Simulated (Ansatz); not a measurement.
Electronic density of states of amorphous Si$_{20}$P$_{2}$O$_{45}$, density 2.26 g/cm³, on a 2×2×2 Γ-centred mesh with a Gaussian width of 0.1 eV; energies count from the Fermi level, whose place inside the gap is arbitrary. Cell and mesh are small, so fine structure isn't converged. All values below come from PBE, scalar-relativistic without spin-orbit coupling (plane waves to 420 eV, PAW; Ansatz, a quantum-chemistry and plane-wave program). Sampling: a 2×2×2 Γ-centred mesh; Fermi-Dirac width 0.02 eV; no spin polarisation. At PBE the levels at the filled edge of the gap are localised (band-tail or defect states), and the nearest spread-out levels lie 5.4 eV apart at the zone centre.

The cell was made by melting and quenching with the CHGNet potential and then relaxed with DFT. O atoms were pushed apart under 1.9 Å during the dynamics, to hinder bonds among them. The hot cell started wider than the set density and was brought back towards it in steps. It is the lowest in DFT energy of 2 quenches. It is a model cell: composition and starting density were chosen by hand, and all elements were melted together. No dispersion term was used. Its density started from a set value of 2.39 and ended at 2.26 g/cm³. Cooling (nominally 140 K/ps over its main leg) ran many orders faster than in experiment, which tends to leave more defects and strain. A cell of this size samples the disorder only roughly. The volume was free in the relaxation, at fixed shape. Stress components on the final sampling reach 2.3 GPa.

```csv
E - EF (eV),states/(eV atom)
-12.00,0.15
-11.90,0.10
-11.80,0.11
-11.70,0.13
-11.60,0.18
-11.50,0.19
-11.40,0.18
-11.30,0.18
-11.20,0.19
-11.10,0.17
-11.00,0.20
-10.90,0.22
-10.80,0.18
-10.70,0.12
-10.60,0.16
-10.50,0.16
-10.40,0.17
-10.30,0.21
-10.20,0.18
-10.10,0.20
-10.00,0.23
-9.90,0.21
-9.80,0.19
-9.70,0.19
-9.60,0.18
-9.50,0.19
-9.40,0.21
-9.30,0.25
-9.20,0.21
-9.10,0.20
-9.00,0.23
-8.90,0.26
-8.80,0.26
-8.70,0.34
-8.60,0.41
-8.50,0.38
-8.40,0.39
-8.30,0.53
-8.20,0.57
-8.10,0.52
-8.00,0.50
-7.90,0.48
-7.80,0.46
-7.70,0.42
-7.60,0.37
-7.50,0.35
-7.40,0.23
-7.30,0.30
-7.20,0.40
-7.10,0.17
-7.00,0.03
-6.90,0.10
-6.80,0.17
-6.70,0.19
-6.60,0.34
-6.50,0.40
-6.40,0.35
-6.30,0.36
-6.20,0.45
-6.10,0.42
-6.00,0.45
-5.90,0.53
-5.80,0.47
-5.70,0.53
-5.60,0.65
-5.50,0.65
-5.40,0.63
-5.30,0.66
-5.20,0.74
-5.10,0.81
-5.00,0.79
-4.90,0.83
-4.80,0.87
-4.70,0.89
-4.60,0.82
-4.50,0.84
-4.40,0.98
-4.30,0.98
-4.20,0.89
-4.10,0.89
-4.00,0.87
-3.90,0.75
-3.80,0.72
-3.70,0.76
-3.60,0.76
-3.50,0.71
-3.40,0.69
-3.30,0.75
-3.20,0.79
-3.10,0.64
-3.00,0.40
-2.90,0.13
-2.80,0.04
-2.70,0.22
-2.60,0.46
-2.50,0.37
-2.40,0.11
-2.30,0.01
-2.20,0.00
-2.10,0.00
-2.00,0.00
-1.90,0.00
-1.80,0.00
-1.70,0.00
-1.60,0.00
-1.50,0.00
-1.40,0.00
-1.30,0.00
-1.20,0.00
-1.10,0.00
-1.00,0.00
-0.90,0.00
-0.80,0.00
-0.70,0.00
-0.60,0.00
-0.50,0.00
-0.40,0.00
-0.30,0.00
-0.20,0.00
-0.10,0.00
0.00,0.00
0.10,0.00
0.20,0.00
0.30,0.00
0.40,0.00
0.50,0.00
0.60,0.00
0.70,0.00
0.80,0.00
0.90,0.00
1.00,0.00
1.10,0.00
1.20,0.00
1.30,0.00
1.40,0.00
1.50,0.00
1.60,0.00
1.70,0.00
1.80,0.00
1.90,0.00
2.00,0.00
2.10,0.00
2.20,0.00
2.30,0.00
2.40,0.02
2.50,0.02
2.60,0.00
2.70,0.00
2.80,0.01
2.90,0.04
3.00,0.05
3.10,0.05
3.20,0.07
3.30,0.06
3.40,0.05
3.50,0.06
3.60,0.11
3.70,0.13
3.80,0.12
3.90,0.08
4.00,0.05
4.10,0.06
4.20,0.09
4.30,0.11
4.40,0.12
4.50,0.16
4.60,0.21
4.70,0.20
4.80,0.18
4.90,0.20
5.00,0.20
5.10,0.28
5.20,0.31
5.30,0.33
5.40,0.36
5.50,0.36
5.60,0.38
5.70,0.40
5.80,0.47
5.90,0.54
6.00,0.55
6.10,0.55
6.20,0.58
```

The level gap on this mesh is 4.94 eV; the broadening fills part of it in the curve.
